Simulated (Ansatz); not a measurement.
Start from SiO2 (space group P3_121, No. 152; a = 4.9494 Å, c = 5.4419 Å). Axes: x lies along a and z along c of the hexagonal cell.

Method: PBEsol (Ansatz, a quantum-chemistry and plane-wave program; PAW; 420 eV plane waves; no spin-orbit coupling).

It is then changed as follows: an isotropic linear strain of +0.60 %; the atoms relax in the strained cell.

Predict the stress tensor and what it implies for the stiffness.

Stress of the strained cell less that of the base (GPa, compression positive):
```
  -0.51    0.00    0.00
   0.00   -0.51    0.00
   0.00    0.00   -0.62
```

Then B = −ΔP/(ΔV/V₀) with ΔV/V₀ = 0.0181 gives secant stiffness values (nonlinear terms included at this strain): B (at held cell shape, above the free-shape value) ≈ 30 GPa.

Whether these cells are dynamically stable was not tested.
